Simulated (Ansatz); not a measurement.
The structure below was relaxed with PBE (Ansatz, an electronic-structure program; PAW; 420 eV plane waves; no spin-orbit coupling).

```xyz
8
Lattice="5.6007 0.0000 0.0000 -2.8004 4.8504 0.0000 0.0000 0.0000 5.0247" Properties=species:S:1:pos:R:3 pbc="T T T"
W      4.1817     2.4143     0.0000
W      1.4191     2.4143     0.0000
W      2.8004     0.0218     0.0000
Hf     0.0000     0.0000     0.0000
W      0.0000     3.2336     2.5123
W      2.8004     3.2308     2.5123
W      4.1981     0.8098     2.5123
W      1.4026     0.8098     2.5123
```

**Question.** Find the space group and the Wyckoff positions.

**Answer.** Space group P-6m2 (No. 187); a = b = 5.6007 Å, c = 5.0247 Å, α = β = 90.00°, γ = 120.00°

```tsv
atom	site	symmetry	x	y	z
W	3j	mm2	0.5023	0.0045	0.0000
Hf	1a	-6m2	0.0000	0.0000	0.0000
W	1d	-6m2	0.3333	0.6667	0.5000
W	3k	mm2	0.3339	0.1670	0.5000
```

Each cell is one ordered arrangement of few atoms, which overstates ordering effects compared with a random alloy. No phonon test of stability was made. All final runs are without spin polarisation. The cell was made from Hf by this change: x(W) = 0.875, 8 atoms, P-6m2.
